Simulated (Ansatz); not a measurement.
**AlB2-type HfB2: elastic constant C13 by level of theory**

No measured value is used here.

```json
[
 {"level (code)": "LDA (Ansatz)", "value (GPa)": "…", "cell (Å³/atom)": "9.51"},
 {"level (code)": "PBE (Ansatz)", "value (GPa)": "121", "cell (Å³/atom)": "9.96"},
 {"level (code)": "PBEsol (Ansatz)", "value (GPa)": "129", "cell (Å³/atom)": "9.73"},
 {"level (code)": "r²SCAN (Ansatz)", "value (GPa)": "122", "cell (Å³/atom)": "9.88"}
]
```

Problem. Fill in the missing entries.

Solution. 
- LDA (Ansatz, a first-principles code), value (GPa): 138

Density-functional levels without +SOC have no spin–orbit coupling. Each level is taken at its own relaxed cell. Cutoffs differ between the levels. Ansatz's density-functional and Hartree–Fock values are scalar-relativistic unless marked +SOC, with PAW data made under PBE.
